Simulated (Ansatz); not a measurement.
Start from Nb in the bcc (W type) structure (space group Im-3m, No. 229; a = 3.3045 Å; relaxed with 0.1 eV smearing). Axes: x, y, z lie along the cube axes.

Level of theory: r2SCAN, PAW, 500 eV (Ansatz, an electronic-structure program; without spin-orbit coupling).

Strains are applied to the cell and any free atomic positions relax; under biaxial strain the out-of-plane vector relaxes too.

One change was made to it. Results:

```json
[
 {"quantity": "energy relative to the base (free energy F)", "base": "0 meV/atom", "after": "+0.7 meV/atom"},
 {"quantity": "pressure (mean of the normal stresses, compression positive)", "base": "0.0 GPa", "after": "0.8 GPa"},
 {"quantity": "volume per atom", "base": "18.04 Å³", "after": "17.96 Å³"}
]
```

Q: Which of these changes matches the shifts?
A) biaxial strain −3.00 %, plane normal [001], relaxed out of plane
B) biaxial strain −0.50 %, plane normal [001], relaxed out of plane
C) biaxial strain −1.50 %, plane normal [001], relaxed out of plane
D) biaxial strain −2.00 %, plane normal [001], relaxed out of plane
E) biaxial strain −1.00 %, plane normal [001], relaxed out of plane

A: B, biaxial strain −0.50 %, plane normal [001], relaxed out of plane. For comparison, the energy relative to the base in the other runs: biaxial strain −3.00 %, plane normal [001], relaxed out of plane gives +27 meV/atom; biaxial strain −1.00 %, plane normal [001], relaxed out of plane gives +2.8 meV/atom; biaxial strain −1.50 %, plane normal [001], relaxed out of plane gives +6.4 meV/atom; biaxial strain −2.00 %, plane normal [001], relaxed out of plane gives +12 meV/atom.

Stability against distortions was not tested. The final runs are not spin-polarised.
